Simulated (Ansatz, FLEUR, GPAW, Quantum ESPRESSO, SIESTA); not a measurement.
## One structure in several programs: Ti2SnC (P6_3/mmc, 8 atoms in the cell)

Self-consistent single point.

```
Ti2SnC
1.0
    3.12262     0.00000     0.00000
   -1.56131     2.70427     0.00000
    0.00000     0.00000    13.48977
Ti Sn C
4 2 2
Cartesian
  0.00000   1.80284   1.09726
  1.56131   0.90142  12.39251
  1.56131   0.90142   7.84214
  0.00000   1.80284   5.64763
  0.00000   1.80284  10.11733
  1.56131   0.90142   3.37244
  0.00000   0.00000   0.00000
  0.00000   0.00000   6.74489
```

Shared settings, as Ansatz (a quantum-chemistry and plane-wave program) writes them: kpoints.mp_grid.grid = 8 8 2; scf.occupations.method = fermi_dirac; scf.occupations.width = 0.05 eV. Potentials and cutoffs stand in the table.

```csv
code,model,pressure (GPa),largest force (eV/Å),cutoff
SIESTA,"LDA PW92, numerical atomic orbitals DZP, PseudoDojo LDA standard norm-conserving potentials (rewritten from UPF to PSML)",-1.72,0.144,grid 400 Ry
Ansatz,"LDA (PW92), PAW files made with PBE",-0.95,0.152,default
Quantum ESPRESSO,"LDA (PZ), GBRV 1.5 ultrasoft (LDA) pseudopotentials",-1.80,0.140,50 Ry
FLEUR,"LDA (Perdew-Zunger), all-electron FLAPW (FLEUR), scalar-relativistic valence",–,0.145,Kmax 4.5 1/bohr
GPAW,"LDA (Perdew-Wang 92), GPAW PAW datasets LDA (gpaw-data 1.0.1)",–,0.097,950 eV
```

A dash marks a value that a program does not give, or that is left out as unsure.

On Ansatz's run: spin polarisation is off.

The spread over the programs that give each value: pressure within 0.85 GPa; largest force within 0.055 eV/Å.

SIESTA uses small atom-centred bases, whose incompleteness enters pressures, forces and empty levels differently from a plane-wave cutoff. FLEUR treats all electrons, but the usual bases taken here (sphere radii, linearisation, local orbitals, empty states) were not tested for convergence, so the values are no reference for the others. Ansatz's pressure is given at a fixed set of plane waves, as the other plane-wave codes print theirs; with its correction for the finite basis it is -0.85 GPa. The pressure of GPAW is left out: its cutoff lies under the one at which its stress was checked. The same LDA comes in different parametrisations, which differ slightly.

The starting cell comes from a database of computed structures (which also holds hypothetical and non-ambient phases and stackings), without a prior relaxation at this level. Its lattice was rescaled by a random factor within 2.5 % of one.

Keys are those of Ansatz 0.2.
